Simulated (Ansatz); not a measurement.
## Hypothetical Pm-3n SrB3C3, pressure series

Start from SrB3C3 (space group Pm-3n, No. 223; a = 4.8791 Å; a hypothetical phase, not in the database extracts checked).

Cell and atoms are relaxed at each pressure.

Levels (all Ansatz, a quantum-chemistry and plane-wave program, PAW): PBE (420 eV, spin-orbit coupling left out); PBEsol (420 eV, spin-orbit coupling left out).

The base cell above is that of PBE; each level relaxes its own structures.

```
case              volume per atom, PBE  volume per atom, PBEsol
----------------  --------------------  -----------------------
pressure −2 GPa                8.37 Å³                        ?
pressure −1 GPa                8.33 Å³                  8.15 Å³
pressure 0.3 GPa               8.29 Å³                        ?
pressure 0.7 GPa               8.27 Å³                        ?
pressure 1.5 GPa               8.24 Å³                  8.06 Å³
pressure 3 GPa                 8.19 Å³                  8.01 Å³
pressure 5 GPa                 8.12 Å³                  7.95 Å³
pressure 7.5 GPa               8.04 Å³                        ?
pressure 10 GPa                7.96 Å³                  7.80 Å³
```

Question: Some entries are withheld; estimate them.

Answer: 
- pressure −2 GPa, volume per atom, PBEsol: 8.18 Å³
- pressure 0.3 GPa, volume per atom, PBEsol: 8.10 Å³
- pressure 0.7 GPa, volume per atom, PBEsol: 8.09 Å³
- pressure 7.5 GPa, volume per atom, PBEsol: 7.87 Å³

PBE lies above PBEsol in every row, by 0.16 Å³ to 0.19 Å³. They put the cases in the same order.

Load acts through the strain it causes; cell and atoms are relaxed under it. Whether these cells are dynamically stable was not tested. Competing high-pressure phases were not computed. The final runs are not spin-polarised.
